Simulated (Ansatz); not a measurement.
Re (R-3m, No. 166, 3 atoms in the cell; start mp-975065; another form than the element's usual one) was calculated with r²SCAN (Ansatz, a program for electronic structure, PAW).

Settings: plane-wave cutoff 560 eV, 22×22×22 k mesh, Fermi–Dirac smearing 0.05 eV, no spin polarisation, scalar-relativistic PAW data made under PBE.

Cell (relaxed at this level):

```yaml
crystal:
  lattice:
    - [1.38077, 0.79719, 6.68059]
    - [-1.38077, 0.79719, 6.68059]
    - [0.00000, -1.59437, 6.68059]
  atoms:
    - { symbol: Re, position: [0.00000, 0.00000, 0.00000] }
    - { symbol: Re, position: [0.22229, 0.22229, 0.22229] }
    - { symbol: Re, position: [0.77771, 0.77771, 0.77771] }
```

Task: What does this level give for the bulk modulus?

Result: 
- bulk modulus: 388 GPa

Note: the run has no spin polarisation, so it can have missed a magnetic state; the bulk modulus is −V dP/dV from two relaxed cells at ±2 % in volume; the relaxation could not lower the start's symmetry, so the cell can be a saddle point above a distorted one.

Spin–orbit coupling is not included.

Static lattice: no zero-point or thermal effects.

It cost very roughly 8 core-minutes of CPU time.

A start named mp-… is a Materials Project structure, which need not be a measured phase.
